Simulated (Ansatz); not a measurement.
Start from TiO₂ in the rutile structure (space group P4_2/mnm, No. 136; a = 4.591 Å, c = 2.939 Å).

Level of theory: PBEsol, PAW, 420 eV (Ansatz, an electronic-structure program; scalar-relativistic without spin-orbit coupling).

Strains are applied to the cell and any free atomic positions relax.

One change was made to it. Results:

```csv
quantity,base,after
mean gap deformation potential ΔEg/Δln V,–,-0.9 eV
energy relative to the base (free energy F),0 meV/atom,+2.5 meV/atom
"valence-band top at Γ (three highest levels, from the VBM)","0.00, -0.45, -0.45 eV","0.00, -0.47, -0.47 eV"
electron mass,"0.54 mₑ along c, 1.1 mₑ across (at Γ)","0.53 mₑ along c, 1.1 mₑ across (at Γ)"
gap character,direct at Γ,direct at Γ
```

Task: Name the change that was made.
(A) isotropic strain −3.00 %
(B) isotropic strain −1.20 %
(C) isotropic strain −2.40 %
(D) isotropic strain −0.60 %

Result: D, isotropic strain −0.60 %. For comparison, the energy relative to the base in the other runs: isotropic strain −1.20 % gives +10 meV/atom; isotropic strain −2.40 % gives +42 meV/atom; isotropic strain −3.00 % gives +68 meV/atom.

Effective masses come from finite differences of ±0.01 Å⁻¹. No phonon test of stability was made. All final runs are without spin polarisation.
